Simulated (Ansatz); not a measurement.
The cell is built on a prototype and need not be the phase stable at ambient conditions.

By PBEsol, the system below comes out a metal.

A figure of merit of an interconnect metal is its ballistic conductance per area.

Input:

```yaml
crystal:
  lattice:
    - [5.35960, 0.00000, 0.00000]
    - [0.00000, 5.35960, 0.00000]
    - [0.00000, 0.00000, 3.37152]
  atoms:
    - { symbol: Mg, position: [0.50000, 0.00000, 0.49961] }
    - { symbol: Mg, position: [0.00000, 0.50000, 0.50039] }
    - { symbol: Te, position: [0.00000, 0.00000, 0.00000] }
    - { symbol: Te, position: [0.50000, 0.50000, 0.00000] }
```

Space group of this cell: P4/nmm. The cell was relaxed by PBE-D3(BJ); by PBEsol its mean pressure is 1.0 GPa.

The current flows along the normal of the first two printed cell vectors. No spin-orbit coupling; the value is a mean over 0.1 eV about the Fermi level.

**Question.** Compute, with PBEsol in Ansatz (an electronic-structure program), the ballistic conductance per area.

**Answer.** 0.95 × 10¹⁵ S/m² for both spins.
